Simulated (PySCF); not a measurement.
PySCF 2.14.0, PBE0/def2-svpd, df: Cd(H)(Et) (C[CH2][CdH]), 9 atoms. The geometry is a generated start, not checked to be a minimum at this level.

```json
{
  "task": "energy",
  "method": "pbe0",
  "basis": "def2-svpd",
  "two_electron_scheme": "density fitting",
  "mol.max_memory": "3000 MB",
  "mf.max_cycle": "100",
  "mf.conv_tol": "1e-09 (default)",
  "mf.grids.level": "3 (default)",
  "effective_core_potentials": "those of the basis set, past Kr",
  "basis_functions": "122",
  "grid_points": "109480"
}
```

```xyz
9

Cd     0.1171     0.2903     1.9916
H     -1.0580     1.2967     2.7686
C      0.3449    -0.7648     0.0875
C      0.0081     0.2905    -0.9769
H     -0.4469    -1.5278     0.0802
H      1.2740    -1.2582    -0.1913
H      0.8263     1.0071    -1.0933
H     -0.9068     0.8431    -0.7147
H     -0.1586    -0.1769    -1.9516
```

Charge 0 and multiplicity 1 are set for this test and not shown to be the ground state.

With the defaults (mf.init_guess = minao, mf.DIIS = CDIIS, mf.diis = true, mf.level_shift = 0, mf.diis_space = 8, mf.diis_damp = 0) it converges in 14 Fock builds. One run each on 2 threads, 1 BLAS thread, with these changes:
- mf.level_shift = 0.3 Hartree
- mf.diis = false
- mf.level_shift = 0.1 Hartree
- mf.DIIS = ADIIS
- mf.init_guess = 1e
- mf.diis_space = 12
- mf.diis_damp = 0.3
- mf.level_shift = 1 Hartree
- mf.DIIS = EDIIS

### Question
Which runs fail or end elsewhere than the default run?

### Answer
No convergence: mf.init_guess = 1e; mf.DIIS = EDIIS; mf.diis = false (the run ends without SCF convergence in 100 cycles). The rest reach the solution of the defaults.

| setting | Fock builds | end |
|---|---|---|
| mf.diis_damp = 0.3 | 12 | same solution |
| the defaults | 14 | same solution |
| mf.diis_space = 12 | 14 | same solution |
| mf.level_shift = 0.1 Hartree | 14 | same solution |
| mf.DIIS = ADIIS | 18 | same solution |
| mf.level_shift = 0.3 Hartree | 19 | same solution |
| mf.level_shift = 1 Hartree | 45 | same solution |
| mf.init_guess = 1e | 101 | no convergence |
| mf.DIIS = EDIIS | 101 | no convergence |
| mf.diis = false | 101 | no convergence |
